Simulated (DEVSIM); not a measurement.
Device: n-channel Ge planar bulk MOSFET with SiON, at 250 K.

* **Gate length**: 65 nm
* **Source drain length**: 52 nm
* **Dielectric thickness**: 1.9 nm
* **Lateral straggle**: 2.1 nm
* **Underlap**: 0 nm
* **Junction depth**: 22.1 nm
* **Substrate depth**: 217 nm
* **Gate work function**: 4.18 eV
* **Source and drain doping**: 8.2e19 cm⁻³, Gaussian tails under the gate
* **Body doping**: 1.2e18 cm⁻³
* **Lifetime**: 1e-8 s
* **Supply**: 1 V

All mobilities are scaled by 0.2; velocity saturation, μ/(1 + (μE/vsat)^b)^(1/b) with b = 2 for electrons and 1 for holes and E the electric field along each mesh edge, is on. Mobility is constant in doping.

The device is made up for the run: typed textbook-type constants, with dimensions and the other settings drawn at random. Values at 300 K; Nc and Nv go as T^1.5, mobilities as T to minus their exponent, the gap by Varshni's rule with the affinity fixed.

Ge: gap (eV) 0.664, affinity (eV) 4, permittivity 16, Nc (cm⁻³) 1.04e19, Nv (cm⁻³) 6e18, μn (cm²/Vs) 3900, μp (cm²/Vs) 1900, T exponent of μn 1.66, T exponent of μp 2.33, vsat,n (cm/s) 6.5e6, vsat,p (cm/s) 6e6, Varshni α (eV/K) 0.000477, Varshni β (K) 235. SiON: gap (eV) 7, affinity (eV) 1.4, permittivity 5.5.

DEVSIM, 2D drift-diffusion, Boltzmann statistics, complete ionisation; no quantum confinement, tunnelling, impact ionisation, self-heating, contact resistance or fringe fields beside the gate. Metal contacts follow the ideal Schottky-Mott rule: no Fermi-level pinning, no interface dipoles.

Transfer curves, |Id| in μA/μm:

| Vg (V) | Vd = 0.05 V | Vd = 1 V |
|---|---|---|
| -0.1 | 7.104e-7 | 3.171e-6 |
| -0.05 | 4.165e-6 | 1.885e-5 |
| 0 | 2.479e-5 | 0.0001132 |
| 0.05 | 0.0001496 | 0.0006870 |
| 0.1 | 0.0009117 | 0.004189 |
| 0.15 | 0.005597 | 0.02556 |
| 0.2 | 0.03446 | 0.1550 |
| 0.25 | 0.2109 | 0.9169 |
| 0.3 | 1.243 | 4.929 |
| 0.35 | 6.328 | 20.10 |
| 0.4 | 22.55 | 53.55 |
| 0.45 | 52.65 | 101.9 |
| 0.5 | 92.10 | 159.0 |
| 0.55 | 136.6 | 221.5 |
| 0.6 | 183.9 | 287.3 |
| 0.65 | 232.8 | 355.5 |
| 0.7 | 282.4 | 425.4 |
| 0.75 | 332.5 | 496.6 |
| 0.8 | 382.5 | 568.8 |
| 0.85 | 432.3 | 641.8 |
| 0.9 | 481.6 | 715.5 |
| 0.95 | 530.4 | 789.7 |
| 1 | 578.5 | 864.5 |

Question: Work out the subthreshold swing at low drain bias from the rows at 0.15 and 0.2 V, and compare it with the thermal limit.

Answer: log10(0.03446/0.005597) = 0.789 over 50.0 mV, so S = 63.3 mV/decade. The limit kT/q ln 10 is 49.6 mV/decade; the ratio is 1.28. This is the steepest step of the table.

Question: Find both thresholds at the constant current 0.1 μA × (1 μm/L) a micrometre, and the DIBL.

Answer: The current is 1.54 μA/μm. Interpolating ln Id gives 0.307 V and 0.265 V; their difference over the 0.95 V of drain bias is 43 mV/V.

Source and drain are degenerate, where Boltzmann statistics are only rough. The electric field that drives the saturation includes the junctions' built-in field, which lowers the mobility there even at small currents: subthreshold currents come out too low, a known weakness of this choice.
